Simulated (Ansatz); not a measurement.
The reference is AlN in the zinc blende structure (space group F-43m, No. 216).

```
CELL_PARAMETERS angstrom
      0.00000     2.17113     2.17113
      2.17113     0.00000     2.17113
      2.17113     2.17113     0.00000
ATOMIC_POSITIONS crystal
  Al 0.00000 0.00000 0.00000
  N  0.25000 0.25000 0.25000
```

Cartesian axes are those of the cell as printed.

Level of theory: LDA in Ansatz (plane waves to 420 eV, PAW, scalar-relativistic without spin-orbit coupling).

For the base:

The shortest interatomic distance comes out as 188.0 pm. The smallest direct gap comes out as 4.39 eV.

It is then changed as follows: the cell is compressed by 2.00 % along z with no lateral relaxation, atoms relaxed at fixed cell.

Task: Estimate the effect on the stress, shortest interatomic distance and smallest direct gap.

Result: The stress (xx, yy, zz, yz, xz, xy; compression positive) is (3.56, 3.56, 6.03, 0.00, 0.00, 0.00) GPa; the shortest interatomic distance decreases by 1.2 pm to 186.8 pm; the smallest direct gap grows by 0.125 eV, from 4.39 eV to 4.51 eV.

The cells carry an imposed strain or load. Whether these cells are dynamically stable was not tested. This is not the structure that AlN has at room temperature and ambient pressure.

Ansatz is a quantum-chemistry and plane-wave program.
